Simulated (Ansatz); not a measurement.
System: fluorite CoSi2. Method: PBE-D3(BJ) (Ansatz, a quantum-chemistry and plane-wave program, plane waves, PAW).

Settings: plane-wave cutoff 520 eV, 22×22×22 k mesh, Fermi–Dirac smearing 0.069 eV (set by the program), no spin polarisation, scalar-relativistic PAW data made under PBE.

Cell (relaxed at this level):

```yaml
crystal:
  lattice:
    - [0.00000, 2.65202, 2.65202]
    - [2.65202, 0.00000, 2.65202]
    - [2.65202, 2.65202, 0.00000]
  atoms:
    - { symbol: Co, position: [0.00000, 0.00000, 0.00000] }
    - { symbol: Si, position: [0.25000, 0.25000, 0.25000] }
    - { symbol: Si, position: [0.75000, 0.75000, 0.75000] }
```

### Question
Give the computed elastic constant C11, Poisson ratio, Voigt–Reuss–Hill bulk modulus, Young modulus, elastic constant C12 and elastic constant C44.

### Answer

* **elastic constant C11**: 260 GPa
* **Poisson ratio**: 0.333
* **Voigt–Reuss–Hill bulk modulus**: 194 GPa
* **Young modulus**: 195 GPa
* **elastic constant C12**: 161 GPa
* **elastic constant C44**: 94.8 GPa

Note: the dispersion coefficients are held fixed in the derivatives.

Elastic constants are with the ions relaxed.

The computed numbers hold no vibrational or temperature effects.

It cost around 22 core-minutes (rough) of CPU time.
